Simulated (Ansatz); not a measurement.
O interstitial started as a split pair with O in ferroelectric LiNbO3 (the name describes the start): one set of geometries, relaxed with PBE, evaluated in Ansatz (PAW, plane waves to 420 eV, 500 eV under r2SCAN) with PBE, r2SCAN.

Set-up: 120-site cell; 2×2×2 Γ-centred k-points; start: split with O; finite-size errors of tenths of an eV; relaxed from one start, so a lower configuration may exist; flagged in the runs: a host whose relaxation on this sampling wasn't shown to rest.

```json
[
 {"quantity": "host gap (eV)", "PBE": "3.53", "r2SCAN": "[?]"},
 {"quantity": "ε(0/−1) above the VBM (eV)", "PBE": "not bound", "r2SCAN": "not settled"},
 {"quantity": "neutral formation energy against O2 molecule in a box (eV)", "PBE": "1.61", "r2SCAN": "[?]"},
 {"quantity": "largest moment on one atom at charge 0 (μB)", "PBE": "0.00", "r2SCAN": "[?]"}
]
```

Question: Given the lower rungs, what does r2SCAN give?

Answer: 
- host gap (eV), r2SCAN: 3.94
- neutral formation energy against O2 molecule in a box (eV), r2SCAN: 1.49
- largest moment on one atom at charge 0 (μB), r2SCAN: 0.00

"Not bound" means that the carrier spreads over host band states in this cell; a shallow level, bound over tens of ångströms, can't be resolved here.

Ansatz is an electronic-structure program.
